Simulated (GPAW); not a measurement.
# σyy against uniaxial strain in bcc Ta (space group 229): C12 (GPAW, PBEsol)

```yaml
crystal:
  lattice:
    - [-1.61684, 1.64146, 1.64146]
    - [1.61684, -1.64146, 1.64146]
    - [1.61684, 1.64146, -1.64146]
  atoms:
    - { symbol: Ta, position: [0.00000, 0.00000, 0.00000] }
```

Level of theory: PBEsol, GPAW PAW datasets PBEsol (made by gpaw-setup) (plane waves; GPAW). Settings: mode = pw; ecut = 585 eV; xc = PBEsol; kpts = 38 38 38; mesh shift (steps) = 0 0 0; occupations.name = fermi-dirac; occupations.width = 0.05 eV; nbands = -7; convergence.density = 1e-06 e/electron; convergence.energy = 1e-06 eV/electron; symmetry.symmorphic = false; symmetry.tolerance = 0.0005; maxiter = 120. The cell above is the first row's. The rows stretch one cube axis (x) by the strain ε and hold the other two. Stress is positive in tension. In all rows the k mesh is held.

```
ε (%)  σyy (GPa)
-----  ---------
-1.5       -2.65
-1.0       -1.75
-0.5       -0.88
0.0        -0.03
0.5         0.79
1.0         1.60
1.5         2.39
2.0            ?
```

Taking a parabola for σyy over the 7 complete rows: Least squares gives σyy = -0.032 + 1.6779·ε - 0.0433·ε². Residuals (row less fit): -0.004, 0.003, 0.002, 0.002, -0.006, -0.003, 0.003; standard error 0.005 (degrees of freedom: 4). The slope at ε = 0, 1.6779 GPa per cent, gives C12 ≈ 100 × 1.6779 = 168 GPa, for the static lattice.

Q: What does the fit predict for σyy at ε = 2.0, and how far is the calculated value from it?

A: σyy = -0.032 + 1.6779 × 2.0 - 0.0433 × 2.0² = 3.151 GPa. The calculation gives 3.16 GPa, 0.009 GPa above the prediction (0.2 % of the range of σyy in the table). The row lies outside the fitted rows, so this is an extrapolation. From the scatter of the fitted rows alone, a prediction at this place has a standard error of 0.008 GPa, so the miss is 1.1 times that.

Carrying the step between the two nearest rows on in a straight line would have given 3.18, off by 0.02; series whose last step already gives the withheld value aren't shown. The reference cell has the volume at which an earlier scan in this program and functional put its minimum by a fit. The unstrained cell stands at a pressure of 0.03 GPa, and the constants belong to that pressure. Spin polarisation is off. Spin-orbit coupling is off. Without a gap such slopes are sensitive to mesh and smearing. Cutoffs and mesh are single choices, not tested for convergence of this quantity. Series with a scatter that would blur these digits, or in which a gap closes, are not shown. Strain series were run only where this level's volume lies within 10 % of a first guess from the measured size.
